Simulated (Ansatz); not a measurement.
PdCu3N (Pm-3m, No. 221, 5 atoms in the cell; start mp-1206517), treated with LDA (PAW; Ansatz, a quantum-chemistry and plane-wave program).

Run with plane-wave cutoff 520 eV, 14×14×14 k mesh, Fermi–Dirac smearing 0.05 eV, no spin polarisation, scalar-relativistic PAW data made under PBE.

Cell (relaxed at this level):

```xyz
5
Lattice="3.7775 0.0000 0.0000 0.0000 3.7775 0.0000 0.0000 0.0000 3.7775" Properties=species:S:1:pos:R:3 pbc="T T T"
Cu     1.8887     0.0000     0.0000
Cu     0.0000     1.8887     0.0000
Cu     0.0000     0.0000     1.8887
Pd     1.8887     1.8887     1.8887
N      0.0000     0.0000     0.0000
```

**Question.** Estimate the bulk modulus B0 that the calculation returns.

**Answer.** 
* **bulk modulus B0**: 214 GPa

Note: the run has no spin polarisation, so it can have missed a magnetic state; the bulk modulus is −V dP/dV from two relaxed cells at ±2 % in volume; the relaxation could not lower the start's symmetry, so the cell can be a saddle point above a distorted one.

A start named mp-… is a Materials Project structure, which need not be a measured phase.
